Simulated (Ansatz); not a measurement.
Cubic perovskite KMgF3 was calculated with LDA (Ansatz, an electronic-structure program, plane waves, PAW).

Run with plane-wave cutoff 520 eV, 8×8×8 k mesh, Fermi–Dirac smearing 0.01 eV, scalar-relativistic PAW data made under PBE.

Computed at the level's own relaxed cell.

```
KMgF3
1.0
    3.90830     0.00000     0.00000
    0.00000     3.90830     0.00000
    0.00000     0.00000     3.90830
K Mg F
1 1 3
Direct
  0.00000   0.00000   0.00000
  0.50000   0.50000   0.50000
  0.50000   0.00000   0.50000
  0.00000   0.50000   0.50000
  0.50000   0.50000   0.00000
```

Q: List the 18 lowest band energies at Γ above −25 eV (eV, relative to the valence band maximum), grouping those that round alike.

A: At Γ: -19.90, -19.13 (×2), -8.81 (×3), -2.58 (×3), -0.70 (×3), -0.32 (×3), 7.44, 9.88 (×2).
